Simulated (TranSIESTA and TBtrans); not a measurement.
Run with TranSIESTA and TBtrans (open boundaries, self-consistent; PseudoDojo norm-conserving potentials, scalar-relativistic): PAO.BasisSize DZP, PAO.EnergyShift 0.15 eV, XC.Authors PBE, Mesh.Cutoff 200 Ry, ElectronicTemperature 300 K, TS.Voltage 0.0 eV, TBT.Elecs.Eta 0.001 eV, no spin polarisation.

System: Pb chain with one bond stretched by 0.6 Å. Leads: straight Pb chain, spacing 2.708 Å. Geometry: as built, not relaxed.

### Question
Predict: conductance at 300 K (G0 = 2e²/h); mean T from −0.5 to 0.5 eV.

### Answer
conductance at 300 K (G0 = 2e²/h): 2.43; mean T from −0.5 to 0.5 eV: 2.33. The straight chain is held at its spacing; free chains may zigzag or dimerise. No spin-polarised start was tried, so a magnetic state, if there is one, is missed. Spin-orbit coupling, left out here, matters for the heavy atoms.
